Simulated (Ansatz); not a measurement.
ZnSe (F-43m): electron mass 0.142 mₑ, hole mass 0.637 mₑ, dielectric constants ε∞ = 7.51 and ε₀ = 10.1, effective LO phonon energy 31 meV (band masses from Ansatz (a first-principles code) with HSE06 with spin-orbit coupling, rigid bands, cell and atoms relaxed with PBEsol; dielectric constants and zone-centre modes from Ansatz with LDA on its own relaxed cell).

Task: Estimate a shallow donor's binding energy, its radius and the Mott density in the hydrogenic model.

Result: E_d = 13.606 eV × m/ε₀² = 18.9 meV and a = 0.0529 nm × ε₀/m = 3.76 nm; n^(1/3) a = 0.26 gives 3.3e17 cm⁻³. The orbit spans many cells, so the model is sensible.

Task: Bracket the exciton binding energy.

Result: The reduced mass is 0.116 mₑ, which gives 15.5 meV with ε₀ and 28.0 meV with ε∞. Both lie under the phonon energy, so the ions follow and the static value is the better guide.

Isotropic masses (harmonic means over directions) and a parabolic band; the masses carry the functional's gap error.
